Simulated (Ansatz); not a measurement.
## Several settings converged on a (110) slab of LuHg (cut from a parent of space group no. 221; 8 atoms in the cell)

```
CELL_PARAMETERS angstrom
      3.62808     0.00000     0.00000
      0.00000     5.13088     0.00000
      0.00000     0.00000    21.69641
ATOMIC_POSITIONS crystal
  Lu 0.50000 0.75000 0.32263
  Hg 0.00000 0.25000 0.32263
  Lu 0.50000 0.25000 0.44088
  Hg 0.00000 0.75000 0.44088
  Lu 0.50000 0.75000 0.55912
  Hg 0.00000 0.25000 0.55912
  Lu 0.50000 0.25000 0.67737
  Hg 0.00000 0.75000 0.67737
```

Base method: LDA (PW92), default PAW files made with PBE (plane waves; Ansatz, a quantum-chemistry and plane-wave program).

Base settings: basis.ecutwfc = 420 eV; kpoints.mp_grid.grid = 5 3 1; hamiltonian.xc = lda; hamiltonian.pseudopotentials = {kind: paw} (the program's default PAW files); scf.occupations.method = gaussian; scf.occupations.width = 0.1 eV.

The count of work is k-points × plane waves × bands × iterations; it is no time. Core times come from one kind of shared machine, to one figure; runs under 30 s give none.

**The vacuum**

The mesh stays at the base's, so the ladder's end is converged at best in this setting alone.

Only quantities that move along the ladder and can be compared are tabulated.

```csv
vacuum between outermost atoms (Å),free energy less the last step's (meV/atom),largest difference of a force vector from the last step's (eV/Å),count of work / last
3.0,-242.36,0.909,0.26
4.0,-106.28,0.532,0.25
5.0,-42.01,0.251,0.31
6.0,-15.88,0.092,0.36
7.0,-6.09,0.038,0.39
8.0,-2.28,0.015,0.42
10.0,-0.30,0.002,0.47
12.0,-0.04,0.000,0.52
14.0,0.00,0.000,0.58
17.0,0.00,0.000,0.65
20.0,0.00,0.000,0.73
25.0,-0.01,0.000,0.87
30.0,0.00,0.000,1.0
```

Smallest vacuum between outermost atoms (Å) that holds the free energy within 2 meV/atom of the last step, with all finer ones: 10.0; the step before is off by 2.3 meV/atom.

Smallest vacuum between outermost atoms (Å) that holds the forces within 0.005 eV/Å of the last step, with all finer ones: 10.0; the step before is off by 0.015 eV/Å.

**The k-point mesh**

Only quantities that move along the ladder and can be compared are tabulated.

| kpoints.mp_grid.grid | free energy less the last step's (meV/atom) | largest difference of a force vector from the last step's (eV/Å) | count of work / last | core time / last (rough) |
|---|---|---|---|---|
| 2 2 1 | -136.57 | 0.379 | 0.041 | – |
| 3 2 1 | 101.79 | 0.500 | 0.041 | – |
| 4 3 1 | 21.31 | 0.189 | 0.061 | – |
| 5 3 1 | 9.41 | 0.153 | 0.061 | – |
| 5 4 1 | 5.82 | 0.127 | 0.083 | 0.09 |
| 6 4 1 | 10.46 | 0.102 | 0.12 | 0.1 |
| 7 5 1 | -1.10 | 0.041 | 0.12 | 0.1 |
| 8 6 1 | -2.17 | 0.034 | 0.19 | 0.2 |
| 9 7 1 | 1.43 | 0.015 | 0.20 | 0.2 |
| 11 8 1 | -0.39 | 0.018 | 0.28 | 0.3 |
| 12 9 1 | 1.01 | 0.011 | 0.36 | 0.3 |
| 15 10 1 | -0.40 | 0.010 | 0.44 | 0.5 |
| 17 12 1 | 0.18 | 0.003 | 0.58 | 0.6 |
| 20 14 1 | -0.16 | 0.008 | 0.81 | 0.9 |
| 23 17 1 | 0.00 | 0.000 | 1.0 | 1 |

Coarsest kpoints.mp_grid.grid that holds the free energy within 2 meV/atom of the last step, with all finer ones: 9 7 1, at 0.20 of the last step's count of work and about 0.2 of the last step's time; the step before is off by 2.2 meV/atom.

Coarsest kpoints.mp_grid.grid that holds the forces within 0.02 eV/Å of the last step, with all finer ones: 9 7 1, at 0.20 of the last step's count of work and about 0.2 of the last step's time; the step before is off by 0.034 eV/Å.

**The plane-wave cutoff**

The mesh stays at the base's, so the ladder's end is converged at best in this setting alone.

Only quantities that move along the ladder and can be compared are tabulated.

```tsv
basis.ecutwfc	free energy less the last step's (meV/atom)	largest difference of a force vector from the last step's (eV/Å)	count of work / last
210 eV	6510.35	0.161	0.14
250 eV	1171.63	0.049	0.18
295 eV	116.42	0.008	0.23
355 eV	5.45	0.001	0.28
420 eV	1.50	0.000	0.35
505 eV	0.38	0.000	0.47
630 eV	0.09	0.000	0.65
840 eV	0.00	0.000	1.0
```

Coarsest basis.ecutwfc that holds the free energy within 1 meV/atom of the last step, with all finer ones: 505 eV; the step before is off by 1.5 meV/atom.

Coarsest basis.ecutwfc that holds the forces within 0.01 eV/Å of the last step, with all finer ones: 295 eV, at 0.23 of the last step's count of work; the step before is off by 0.049 eV/Å.

On the base run: the starting cell comes from a database of computed structures (which also holds hypothetical and non-ambient phases and stackings), without a prior relaxation at this level. The slab is cut from that crystal, and its faces are unrelaxed. Its lattice was rescaled by up to half a per cent. Without a gap this mesh is coarse (it stands for a supercell whose shortest in-plane vector is 15 Å).

Keys are those of Ansatz 0.2.
